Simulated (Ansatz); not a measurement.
The reference is MoS2 in the 3R-MoS2 type structure (space group R3m, No. 160; a = 3.175 Å, c = 18.586 Å (hexagonal axes); layered, stacked along the Cartesian z axis).

Calculations: r2SCAN+rVV10/PAW in Ansatz (a first-principles code), no spin-orbit coupling, earlier PAW set.

One change was made to it. Results:

| quantity | base | after |
|---|---|---|
| volume per atom | 18.03 Å³ | 16.26 Å³ |
| band gap | 1.02 eV | 0.61 eV |

Which change produced these results?
A. pressure 15 GPa
B. pressure 50 GPa
C. pressure 7 GPa

C, pressure 7 GPa. For comparison, the band gap in the other runs: pressure 15 GPa gives 0.33 eV; pressure 50 GPa gives zero.

A case with no gap was solved on a k-mesh chosen for an insulator, which is coarse for it. Load acts through the strain it causes; cell and atoms are relaxed under it. No phonon test of stability was made. No other phases were tried under pressure. All final runs are without spin polarisation. A zero or small gap of MoS2 under pressure 50 GPa can be the functional's error rather than a property of the material.
